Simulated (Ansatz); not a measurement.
The starting structures come from a database of crystals and need not be the phases stable at ambient conditions.

By PBEsol, the system below comes out a metal.

Without scattering a metal conducts by its projected Fermi surface.

Consider the following.

```yaml
crystal:
  lattice:
    - [3.95567, 0.00000, 0.00000]
    - [0.00000, 3.95567, 0.00000]
    - [0.00000, 0.00000, 3.95567]
  atoms:
    - { symbol: Ti, position: [0.00000, 0.00000, 0.00000] }
    - { symbol: Al, position: [0.50000, 0.50000, 0.00000] }
    - { symbol: Al, position: [0.00000, 0.50000, 0.50000] }
    - { symbol: Al, position: [0.50000, 0.00000, 0.50000] }
```

The cell is taken as given; by PBEsol it stands under a pressure of -0.6 GPa.

The current flows along the normal of the first two printed cell vectors, the (001) plane of the conventional cell. No spin-orbit coupling; the value is a mean over 0.1 eV about the Fermi level.

Compute, with PBEsol in Ansatz (a program for electronic structure), the ballistic conductance per area.

0.82 × 10¹⁵ S/m² for both spins.
